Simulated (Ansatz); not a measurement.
**A computed series for Ge: pressure series**

Consider Ge in the diamond structure (space group Fd-3m, No. 227; a = 5.7622 Å).

Cell and atoms are relaxed at each pressure.

Level of theory: PBE (Ansatz, a program for electronic structure, PAW, without spin-orbit coupling), earlier PAW set.

Notes on the quantities. enthalpy: H = E + PV relative to the base's energy.

| case | enthalpy | lattice parameter a |
|---|---|---|
| base | – | 5.762 Å |
| pressure −2 GPa | -0.30 eV/atom | 5.834 Å |
| pressure −1 GPa | -0.15 eV/atom | 5.796 Å |
| pressure 1.8 GPa | +0.26 eV/atom | 5.707 Å |
| pressure 4.2 GPa | +0.61 eV/atom | 5.645 Å |
| pressure 9 GPa | +1.26 eV/atom | 5.544 Å |
| pressure 18 GPa | +2.41 eV/atom | 5.404 Å |
| pressure 30 GPa | +3.83 eV/atom | 5.268 Å |
| pressure 45 GPa | +5.48 eV/atom | 5.142 Å |
| pressure 60 GPa | +7.02 eV/atom | 5.043 Å |

Load acts through the strain it causes; cell and atoms are relaxed under it. No phonon test of stability was made. Measured, Ge leaves this structure (for the β-tin structure) near 10.6 GPa (room temperature; as listed in arXiv:1906.07825).
